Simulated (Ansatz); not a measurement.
Reference: NaCl (Fm-3m), PBEsol, rigid bands (plane waves, PAW, scalar-relativistic; Ansatz, an electronic-structure program); geometry: cell and atoms relaxed with PBEsol.

```
CELL_PARAMETERS angstrom
      0.00000     2.80100     2.80100
      2.80100     0.00000     2.80100
      2.80100     2.80100     0.00000
ATOMIC_POSITIONS crystal
  Na 0.00000 0.00000 0.00000
  Cl 0.50000 0.50000 0.50000
```

| Property | Value |
|---|---|
| band gap | 5.01 eV |
| electron conductivity mass | 0.40 mₑ |
| hole conductivity mass | 3.1 mₑ |
| Seebeck coefficient, n-type 1e19 cm⁻³ | -186 μV/K |

**Question.** Swap Na for K, keeping the structure type. How do these values move?

**Answer.** KCl (Fm-3m): volume per atom 22.0 to 30.4 Å³; band gap stays about the same (5.01 eV to 5.10 eV); electron conductivity mass rises (0.40 mₑ to 0.45 mₑ); hole conductivity mass rises (3.1 mₑ to 3.5 mₑ); Seebeck coefficient, n-type 1e19 cm⁻³ rises in size (-186 μV/K to -198 μV/K).

**Question.** Replace Na by Li on the same sites and relax. What happens?

**Answer.** LiCl (Fm-3m): volume per atom 22.0 to 16.2 Å³; band gap rises (5.01 eV to 6.35 eV); electron conductivity mass rises (0.40 mₑ to 0.48 mₑ); hole conductivity mass falls (3.1 mₑ to 1.67 mₑ); Seebeck coefficient, n-type 1e19 cm⁻³ rises in size (-186 μV/K to -206 μV/K).

**Question.** Replace Na by Rb on the same sites and relax. What happens?

**Answer.** RbCl (Fm-3m): volume per atom 22.0 to 35.0 Å³; band gap stays about the same (5.01 eV to 4.90 eV); electron conductivity mass rises (0.40 mₑ to 0.43 mₑ); hole conductivity mass rises (3.1 mₑ to 3.3 mₑ); Seebeck coefficient, n-type 1e19 cm⁻³ stays about the same (-186 μV/K to -193 μV/K).

Moves up to 5 % count as about the same. Masses are for dilute carriers at 300 K, harmonic means over directions unless an axis is named. Seebeck coefficients are for the stated density at 300 K, with one relaxation time for all states and whether or not that doping can be reached. Spin-orbit coupling is left out.
